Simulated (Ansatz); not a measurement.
Partial pair distribution functions of a relaxed model of amorphous In$_{9}$Ga$_{9}$Zn$_{9}$O$_{41}$Ta$_{2}$, broadened by 0.06 Å; density 6.11 g/cm³. All values below come from PBE, scalar-relativistic without spin-orbit coupling (plane waves to 420 eV, PAW; Ansatz, an electronic-structure program).

Preparation: random packing, a CHGNet melt and quench, and a DFT relaxation. O atoms were pushed apart under 1.9 Å during the dynamics, to hinder bonds among them. The hot cell started wider than the set density and was brought back towards it in steps. It is the lowest in DFT energy of 2 quenches. It is a model cell: composition and starting density were chosen by hand, and all elements were melted together. No dispersion term was used. Its density started from a set value of 6.12 and ended at 6.11 g/cm³. Cooling (nominally 210 K/ps over its main leg) ran many orders faster than in experiment, which tends to leave more defects and strain. One small periodic cell is one sample of the glass; other quenches scatter about these values. The volume was held where the preparation left it and the shape relaxed, at a PBE pressure of 3.0 GPa. Stress components on the final sampling reach 3.1 GPa.

```json
[
 {"r (Å)": "1.60", "g In-O": "0.00", "g Ga-O": "0.00", "g In-In": "0.00", "g Ga-Ga": "0.00"},
 {"r (Å)": "1.70", "g In-O": "0.00", "g Ga-O": "0.52", "g In-In": "0.00", "g Ga-Ga": "0.00"},
 {"r (Å)": "1.80", "g In-O": "0.00", "g Ga-O": "6.56", "g In-In": "0.00", "g Ga-Ga": "0.00"},
 {"r (Å)": "1.90", "g In-O": "0.05", "g Ga-O": "9.25", "g In-In": "0.00", "g Ga-Ga": "0.00"},
 {"r (Å)": "2.00", "g In-O": "1.61", "g Ga-O": "3.34", "g In-In": "0.00", "g Ga-Ga": "0.00"},
 {"r (Å)": "2.10", "g In-O": "6.59", "g Ga-O": "0.67", "g In-In": "0.00", "g Ga-Ga": "0.00"},
 {"r (Å)": "2.20", "g In-O": "6.51", "g Ga-O": "0.04", "g In-In": "0.00", "g Ga-Ga": "0.00"},
 {"r (Å)": "2.30", "g In-O": "3.41", "g Ga-O": "0.00", "g In-In": "0.00", "g Ga-Ga": "0.00"},
 {"r (Å)": "2.40", "g In-O": "0.90", "g Ga-O": "0.00", "g In-In": "0.00", "g Ga-Ga": "0.00"},
 {"r (Å)": "2.50", "g In-O": "0.40", "g Ga-O": "0.00", "g In-In": "0.00", "g Ga-Ga": "0.00"},
 {"r (Å)": "2.60", "g In-O": "0.25", "g Ga-O": "0.01", "g In-In": "0.00", "g Ga-Ga": "0.00"},
 {"r (Å)": "2.70", "g In-O": "0.14", "g Ga-O": "0.12", "g In-In": "0.00", "g Ga-Ga": "0.24"},
 {"r (Å)": "2.80", "g In-O": "0.03", "g Ga-O": "0.26", "g In-In": "0.00", "g Ga-Ga": "2.43"},
 {"r (Å)": "2.90", "g In-O": "0.23", "g Ga-O": "0.29", "g In-In": "0.00", "g Ga-Ga": "2.01"},
 {"r (Å)": "3.00", "g In-O": "0.27", "g Ga-O": "0.48", "g In-In": "0.00", "g Ga-Ga": "3.35"},
 {"r (Å)": "3.10", "g In-O": "0.25", "g Ga-O": "0.40", "g In-In": "0.12", "g Ga-Ga": "3.36"},
 {"r (Å)": "3.20", "g In-O": "0.16", "g Ga-O": "0.49", "g In-In": "1.16", "g Ga-Ga": "0.47"},
 {"r (Å)": "3.30", "g In-O": "0.24", "g Ga-O": "0.74", "g In-In": "1.67", "g Ga-Ga": "1.48"},
 {"r (Å)": "3.40", "g In-O": "0.41", "g Ga-O": "1.02", "g In-In": "1.72", "g Ga-Ga": "4.74"},
 {"r (Å)": "3.50", "g In-O": "0.46", "g Ga-O": "1.34", "g In-In": "1.67", "g Ga-Ga": "2.29"},
 {"r (Å)": "3.60", "g In-O": "0.64", "g Ga-O": "1.63", "g In-In": "2.81", "g Ga-Ga": "0.42"},
 {"r (Å)": "3.70", "g In-O": "0.92", "g Ga-O": "1.26", "g In-In": "3.75", "g Ga-Ga": "0.50"},
 {"r (Å)": "3.80", "g In-O": "1.45", "g Ga-O": "1.07", "g In-In": "1.02", "g Ga-Ga": "0.66"},
 {"r (Å)": "3.90", "g In-O": "1.12", "g Ga-O": "1.16", "g In-In": "0.66", "g Ga-Ga": "0.09"},
 {"r (Å)": "4.00", "g In-O": "1.23", "g Ga-O": "1.08", "g In-In": "2.00", "g Ga-Ga": "0.60"},
 {"r (Å)": "4.10", "g In-O": "1.43", "g Ga-O": "1.35", "g In-In": "2.15", "g Ga-Ga": "1.15"},
 {"r (Å)": "4.20", "g In-O": "1.13", "g Ga-O": "1.40", "g In-In": "1.36", "g Ga-Ga": "0.32"},
 {"r (Å)": "4.30", "g In-O": "1.12", "g Ga-O": "1.21", "g In-In": "0.25", "g Ga-Ga": "0.40"},
 {"r (Å)": "4.40", "g In-O": "1.33", "g Ga-O": "0.95", "g In-In": "0.98", "g Ga-Ga": "0.69"},
 {"r (Å)": "4.50", "g In-O": "1.35", "g Ga-O": "1.19", "g In-In": "0.70", "g Ga-Ga": "0.59"}
]
```

Within 2.74 Å each In has 5.56 O neighbours on average.
